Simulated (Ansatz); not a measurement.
Input and closing output of a thermal-conductivity run in Ansatz (PBEsol).

Ansatz 0.2 input:
```yaml
crystal:
  lattice:
    - [-2.4380752727, 2.4380752727, 2.4380752727]
    - [2.4380752727, -2.4380752727, 2.4380752727]
    - [2.4380752727, 2.4380752727, -2.4380752727]
  atoms:
    - { symbol: Ba, position: [0.0, 0.0, 0.0] }
kpoints:
  mp_grid: { grid: [12, 12, 12] }
hamiltonian:
  xc: pbesol
  pseudopotentials: { kind: paw }
scf:
  occupations: { method: methfessel_paxton, width: 0.15 }
phonons:
  qmesh: [6, 6, 6]
  third_order: { supercell: [3, 3, 3], pair_cutoff: 5.886 }
  lattice_thermal_conductivity:
    qmesh: [15, 15, 15]
    temperatures: [50, 100, 150, 200, 250, 300, 400, 500, 600, 800, 1000]
    isotope_mass_variance:
      - { species: Ba, variance: 0.0000623701 }
```

```
--- Third-order force constants: 21 member SCFs in a 3×3×3 supercell (pair cutoff 5.886 Å, amplitude 0.03 Å, SCF threshold 1.00e-9 eV, Σ member SCF iterations 147) ---
  symmetry images taken by strict's conditions (phonons.symmetry_images: auto; settled by no image being taken that strict refuses)
  115 force-constant blocks with the first atom in the home cell, fitted with 14 parameters over 4 symmetry orbits; 14 atom triplets left out: in this supercell the nearest copies of their three atoms do not form a …
  sum-rule residual: 2.026e-2 → 7.077e-16 eV/Å³; symmetrization residual: 3.019e-4 eV/Å³; largest sum-rule correction relative to its orbit: 5.354e-2, on the orbit of the block of home site 0 with site 0 of cell (-1, …
--- Lattice thermal conductivity: 15×15×15 mesh (120 irreducible points), tetrahedron method ---
  three-phonon and isotope scattering only; four-phonon, boundary and, in a metal, phonon-electron scattering are left out
  each conductivity is what the modes' populations carry and what the coherences between them add
  conductivity (a third of the tensor's trace), W/(m K), in the relaxation-time approximation and from the full solution:
       T (K)   relaxation time   full solution  iterations             ending  least Ritz value
       50.00           18.1521         23.3513           9          converged          4.566e-1
      100.00            9.7834         12.6989          10          converged          4.584e-1
      150.00            6.6628          8.6784          10          converged          4.573e-1
      200.00            5.0489          6.5871          10          converged          4.563e-1
      250.00            4.0655          5.3086          10          converged          4.557e-1
      300.00            3.4041          4.4468          10          converged          4.552e-1
      400.00            2.5708          3.3593          10          converged          4.545e-1
      500.00            2.0674          2.7012          10          converged          4.541e-1
      600.00            1.7302          2.2600          10          converged          4.538e-1
      800.00            1.3069          1.7059          10          converged          4.534e-1
     1000.00            1.0521          1.3720          10          converged          4.532e-1
```

Cost: roughly 4 core-hours.

This is the lattice part alone, without phonon-electron scattering, which would lower it where carriers are present.

The crystal is held in this phase at every temperature of the table. The rows at 50, 1000 K are not to be relied on: poorly sampled, not converged, or near or above melting.

Ansatz is a quantum-chemistry and plane-wave program.
